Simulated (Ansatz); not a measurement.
The parent structure is HfB2 (space group P6/mmm, No. 191; relaxed with 0.1 eV smearing).

```yaml
crystal:
  lattice:
    - [3.14568, 0.00000, 0.00000]
    - [-1.57284, 2.72424, 0.00000]
    - [0.00000, 0.00000, 3.48634]
  atoms:
    - { symbol: Hf, position: [0.00000, 0.00000, 0.00000] }
    - { symbol: B, position: [0.66667, 0.33333, 0.50000] }
    - { symbol: B, position: [0.33333, 0.66667, 0.50000] }
```

Cartesian axes are those of the cell as printed.

Level of theory: Ansatz (a program for electronic structure) PBE, scalar-relativistic without spin-orbit coupling.

The change: the cell is compressed by 1.50 % along z with no lateral relaxation; the atoms relax in the strained cell.

Predict the stress tensor and what it implies for the stiffness.

Stress of the strained cell less that of the base (GPa, compression positive):
```
    1.9     0.0     0.0
    0.0     1.9     0.0
    0.0     0.0     6.9
```

Then −Δσ_ii/ε with ε = -0.0150 gives secant stiffness values (nonlinear terms included at this strain): C33 ≈ 463 GPa, C13 ≈ 128 GPa and C23 ≈ 128 GPa.

No phonon test of stability was made. The final runs are not spin-polarised.
